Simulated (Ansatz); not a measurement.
# Response to strain in Hf

Consider Hf in the hcp (Mg type) structure (space group P6_3/mmc, No. 194; relaxed with 0.1 eV smearing).

```
Hf
1.0
    3.15810     0.00000     0.00000
   -1.57905     2.73500     0.00000
    0.00000     0.00000     5.00450
Hf
2
Direct
  0.33333   0.66667   0.75000
  0.66667   0.33333   0.25000
```

Cartesian axes are those of the cell as printed.

Strains are applied to the cell and any free atomic positions relax; under biaxial strain the out-of-plane vector relaxes too.

Levels (all Ansatz, a quantum-chemistry and plane-wave program, PAW): PBEsol (420 eV, without spin-orbit coupling); r2SCAN (500 eV, spin-orbit coupling left out).

Pressures by level, all at the geometries relaxed with PBEsol:

```json
[
 {"case": "base", "PBEsol": "0.0 GPa", "r2SCAN": "4.0 GPa"},
 {"case": "biaxial strain −4.90 %, plane normal [001], relaxed out of plane", "PBEsol": "7.3 GPa", "r2SCAN": "?"},
 {"case": "biaxial strain +4.80 %, plane normal [001], relaxed out of plane", "PBEsol": "-5.7 GPa", "r2SCAN": "-2.5 GPa"},
 {"case": "isotropic strain +4.62 %", "PBEsol": "-12.1 GPa", "r2SCAN": "?"},
 {"case": "tensor shear ε_xz = +0.32 %", "PBEsol": "0.0 GPa", "r2SCAN": "4.0 GPa"},
 {"case": "strain tensor (xx, yy, zz, yz, xz, xy) = (+1.24, +2.18, −0.59, −0.90, −0.63, +0.38) %", "PBEsol": "-2.9 GPa", "r2SCAN": "0.7 GPa"}
]
```

Problem. Some entries are withheld; estimate them.

Solution. 
- biaxial strain −4.90 %, plane normal [001], relaxed out of plane, r2SCAN: 11.9 GPa
- isotropic strain +4.62 %, r2SCAN: -9.5 GPa

Single points use the geometry relaxed with PBEsol. Their cutoffs differ, which shifts pressures a little. No phonon test of stability was made. The final runs are not spin-polarised.
